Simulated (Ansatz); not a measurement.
Cl on the F site (Cl_F) in rock-salt LiF

All values below come from PBE, PAW (plane waves to 420 eV; Ansatz, a quantum-chemistry and plane-wave program). Cell: 64 sites, 2×2×2; final energies on a 2×2×2 shifted mesh. Site at the start: the F site. Energies of charged states are corrected for periodic images (point charge plus alignment at distant sites). Dielectric constants: PBE linear response of the host. Host gap at this level: 8.83 eV. A cell of this size leaves errors of a few tenths of an eV. Levels are measured in PBE's own, too narrow, gap. Spin–orbit coupling is left out. Each state is the lowest found from its start.

Formation energies E_f are given with the Fermi level at the valence-band maximum. Chemical conditions: Li-rich (Δμ(F) = -5.89 eV, Δμ(Cl) = -3.70 eV, bounded by LiCl (Fm-3m); only phases computed here count, gases as isolated molecules at 0 K). Reference phases: Cl: Cl2 molecule in a box, F: F2 molecule in a box.

```csv
charge,moment (μB),point group,largest move off a lattice site (Å),image correction with alignment (eV),"E_f, Li-rich (eV)"
+1,1.0,D2h,0.27,0.42,1.00
0,not spin-polarised,Oh,0.20,0.00,1.36
−1*,1.0,Oh,0.20,–,–
```

* At this level the carrier isn't localised at the defect: at charge −1 electrons occupy the conduction band. Such a state is shallow or no state of the defect, and this cell gives it no level.

Point groups are those of the whole cell at tolerances of 0.03 and 0.1 Å ("near" where only the looser one holds); none is given for unsettled states.

Transition levels above the valence-band maximum: ε(+1/0) = 0.36 eV. On the lower envelope of the bound states, inside the gap: (+1/0) at 0.36 eV.

All states together cost roughly 60 core-minutes.
